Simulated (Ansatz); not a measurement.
**A computed series for Rh: response to strain**

The reference is Rh in the fcc (Cu type) structure (space group Fm-3m, No. 225; relaxed with 0.1 eV smearing).

```
Rh
1.0
    0.00000     1.87756     1.87756
    1.87756     0.00000     1.87756
    1.87756     1.87756     0.00000
Rh
1
Direct
  0.00000   0.00000   0.00000
```

Strains are applied to the cell and any free atomic positions relax.

Calculations: DFT with LDA, PAW potentials and a 420 eV plane-wave cutoff in Ansatz (a program for electronic structure), scalar-relativistic without spin-orbit coupling.

Notes on the quantities. energy relative to the base: free energy F.

```csv
change,energy relative to the base,volume per atom,pressure
base,0 meV/atom,13.24 Å³,0.0 GPa
isotropic strain −3.00 %,[?],12.08 Å³,[?]
isotropic strain −2.50 %,+81 meV/atom,12.27 Å³,29.0 GPa
isotropic strain −1.50 %,+28 meV/atom,12.65 Å³,16.0 GPa
isotropic strain −1.00 %,+12 meV/atom,12.84 Å³,10.3 GPa
isotropic strain −0.50 %,+3.0 meV/atom,13.04 Å³,4.9 GPa
isotropic strain +1.00 %,+11 meV/atom,13.64 Å³,-8.7 GPa
isotropic strain +1.50 %,+25 meV/atom,13.84 Å³,-12.6 GPa
isotropic strain +2.00 %,+43 meV/atom,14.05 Å³,-16.1 GPa
isotropic strain +2.50 %,+66 meV/atom,14.26 Å³,-19.3 GPa
```

What belongs in the blanks?


- isotropic strain −3.00 %, energy relative to the base: +119 meV/atom
- isotropic strain −3.00 %, pressure: 36.3 GPa

Stability against distortions was not tested. The final runs are not spin-polarised. Rh lies near a magnetic instability that expansion can trigger; it was not tested.
